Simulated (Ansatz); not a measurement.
MnB (space group Pnma, No. 62; ferromagnetic)

```yaml
crystal:
  lattice:
    - [5.36050, 0.00000, 0.00000]
    - [0.00000, 2.96071, 0.00000]
    - [0.00000, 0.00000, 4.06636]
  atoms:
    - { symbol: Mn, position: [0.67601, 0.75000, 0.37666] }
    - { symbol: Mn, position: [0.32399, 0.25000, 0.62334] }
    - { symbol: Mn, position: [0.82399, 0.25000, 0.87666] }
    - { symbol: Mn, position: [0.17601, 0.75000, 0.12334] }
    - { symbol: B, position: [0.53427, 0.75000, 0.88313] }
    - { symbol: B, position: [0.46573, 0.25000, 0.11687] }
    - { symbol: B, position: [0.96573, 0.25000, 0.38313] }
    - { symbol: B, position: [0.03427, 0.75000, 0.61687] }
```

Level of theory: Ansatz (a program for electronic structure), PBEsol, PAW, cutoff 420 eV, no SOC. k-mesh 8×15×11 (Γ-centred); smearing 0.05 eV (Fermi–Dirac).

The volume per atom is 8.07 Å³ and the density is 6.77 g/cm³. The band gap comes out as zero. The magnetic state comes out as ferromagnetic and the total energy comes out as -2011.259 eV/atom (σ→0; compares only within this code and set-up).

Other magnetic orders, which the real material may have, were not ruled out. Whether these cells are dynamically stable was not tested.
